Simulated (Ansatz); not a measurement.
Ru on the 1x1 (110) surface of rutile TiO2 (cut with top plane O), one in a 2x1 cell, started at the site 'over O at depth 1.2 Å'

Host crystal: rutile TiO2, with a band gap (PBE, scalar-relativistic without spin-orbit coupling).

Level of theory: PBE (plane waves to 420 eV, PAW; Ansatz, a first-principles code).

Slab: 49 atoms, 12.7 Å thick at the start under the adsorbate; k 4x3x1, smearing 0.01 eV, dipole-corrected; 24 atoms held, the rest relaxed; symmetry of the start imposed; spin-polarised, ending with about 2.0 μB a cell, a value that depends on the mesh; orders that need a larger cell were not tried, no spin-orbit, no U, no dispersion correction. Its gap by band count is narrow, 0.06 eV on this mesh, and the smearing reaches across it. At the end it is bonded to 2 O + Ti. In PBE it is, or lies within 0.03 eV of, the lowest of the starts that converged.

| Property | Result |
|---|---|
| adsorption energy against an atom of hcp Ru | 4.51 eV |
| change of the step from the bottom to the top vacuum level, against the clean slab | -1.78 eV |
| energy released by relaxation | 1.54 eV |
| height of the binding atom over the mean of the host atoms within 0.3 Å of the top one | 1.154 Å |
| nearest host atoms of the binding atom | O at 1.98 Å, O at 1.98 Å, Ti at 2.39 Å |
| largest move of a host atom | 0.16 Å |
| note | in the relaxation the adsorbate left its starting site by 2.0 Å |

A negative adsorption energy means that the adsorbate is more stable on the surface than in its reference.
